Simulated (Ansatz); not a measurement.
The starting structures come from a database of crystals and need not be the phases stable at ambient conditions.

Inside the gap of an insulator the Bloch states are evanescent, with a wavenumber k + iκ along the transport direction.

```
CELL_PARAMETERS angstrom
      4.63327     0.00000     0.00000
      0.00000     7.60243     0.00000
      2.31663     0.00000     4.01253
ATOMIC_POSITIONS crystal
  Cd 0.33333 0.99964 0.33333
  Cd 0.66667 0.49964 0.66667
  Te 0.33333 0.62536 0.33333
  Te 0.66667 0.12536 0.66667
```

The cell is taken as given.

Transport runs along the normal of the first two printed cell vectors, the (100) plane of the conventional cell.

The gap is the functional's own. No spin-orbit coupling. Mid-gap values are those at the computed energy nearest the middle.

Task: Estimate the band gap and the smallest decay constant κ at mid-gap that r2SCAN run with Ansatz (an electronic-structure program) returns for this system.

Result: Gap 1.20 eV on a 8×4×8 mesh; κ = 0.085 1/Å, at the zone centre.
